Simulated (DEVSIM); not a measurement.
Device: Ti/SiO2/p-Si capacitor, at 300 K.

Layer 1 from the left is SiO2, thickness (nm) 32.0. Layer 2 from the left is Si, thickness (nm) 14000, Na (cm⁻³) 1.7e15.

Metal gate on the left, work function 4.33 eV. Fixed charge at the semiconductor interface -1.3e10 cm⁻² (in units of +e); no interface traps.

The device is made up for the run: typed textbook-type constants, with dimensions and the other settings drawn at random. Values at 300 K.

SiO2: gap (eV) 9, affinity (eV) 0.9, permittivity 3.9. Si: gap (eV) 1.124, affinity (eV) 4.05, permittivity 11.7, Nc (cm⁻³) 2.86e19, Nv (cm⁻³) 3.1e19.

DEVSIM, 1D Poisson equation in equilibrium, Boltzmann statistics, complete ionisation; no quantum confinement or tunnelling. Metal contacts follow the ideal Schottky-Mott rule: no Fermi-level pinning, no interface dipoles.

Problem. What does the simulation give for the minimum of the low-frequency capacitance, the threshold voltage (band bending 2φF)?

Solution. minimum of the low-frequency capacitance 0.0149 μF/cm²; threshold voltage (band bending 2φF) 0.22 V.
